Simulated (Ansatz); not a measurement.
System: HfC (P6₃/mmc, No. 194, 4 atoms in the cell; start mp-1096993; a measured phase of this formula has another space group). Method: r²SCAN (plane waves, PAW; Ansatz, an electronic-structure program).

Run with plane-wave cutoff 560 eV, 18×18×12 k mesh (along the axes of the cell as run), Fermi–Dirac smearing 0.05 eV, scalar-relativistic PAW data made under PBE.

Cell (relaxed at this level):

```cif
data_C2Hf2
_chemical_formula_sum 'Hf2 C2'
_space_group_name_H-M_alt 'P63/mmc'
_space_group_IT_number 194
_space_group_name_Hall '-P 6c 2c'
_cell_length_a 3.31002
_cell_length_b 3.31002
_cell_length_c 5.24809
_cell_angle_alpha 90.000
_cell_angle_beta 90.000
_cell_angle_gamma 120.000
loop_
_atom_site_label
_atom_site_type_symbol
_atom_site_symmetry_multiplicity
_atom_site_Wyckoff_symbol
_atom_site_fract_x
_atom_site_fract_y
_atom_site_fract_z
_atom_site_occupancy
Hf1 Hf 2 c 0.33333 0.66667 0.25000 1
C1 C 2 a 0.00000 0.00000 0.00000 1
```

**Question.** Estimate the bulk modulus B0 that the calculation returns.

**Answer.** 
bulk modulus B0: 242 GPa

The run finds no gap.

Note: the bulk modulus is −V dP/dV from two relaxed cells at ±2 % in volume; the relaxation could not lower the start's symmetry, so the cell can be a saddle point above a distorted one.

Spin–orbit coupling is not included; it can open a gap where bands touch, and shift volumes and moduli.

The computed numbers hold no vibrational or temperature effects.

A start named mp-… is a Materials Project structure, which need not be a measured phase.
